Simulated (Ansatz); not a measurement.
The starting structures come from a database of crystals and need not be the phases stable at ambient conditions.

 Where the default PAW files enter, the runs use the earlier of Ansatz's two default sets.

Here is the system:

```xyz
2
Lattice="4.0066 0.0000 0.0000 0.0000 4.0066 0.0000 2.0033 2.0033 2.8331" Properties=species:S:1:pos:R:3 pbc="T T T"
Mg     0.0000     0.0000     0.0000
S      2.0033     4.0066     1.4166
```

Space group of this cell: F-43m, zinc blende. The cell is taken as given.

Method: r2SCAN (plane waves, PAW; Ansatz, a quantum-chemistry and plane-wave program).

The current runs along the normal of the first two printed vectors; no spin-orbit coupling. Scaled by the factor s: all lengths (ions clamped). The meshes follow the cell: 12×12×12 and 8×8 across at s = 0.98, 10×10×10 and 8×8 across at s = 1.00, 10×10×10 and 8×8 across at s = 1.02.

```json
[
 {"s": "0.98", "mean pressure (GPa)": "4.0", "band gap (eV)": "?"},
 {"s": "1.00", "mean pressure (GPa)": "-0.1", "band gap (eV)": "4.13"},
 {"s": "1.02", "mean pressure (GPa)": "-3.2", "band gap (eV)": "3.83"}
]
```

Q: Take the slope of the band gap against ln s from the two given rows, extrapolate to s = 0.98, and say what the run there gives.

A: Slope = (3.83 − 4.13) / ln 1.02 = -15.1 eV. The line gives 4.13 + (-15.1) × ln 0.98 = 4.44 eV. The run gives 4.27 eV, 0.17 eV under the line, 54 % of the predicted step.
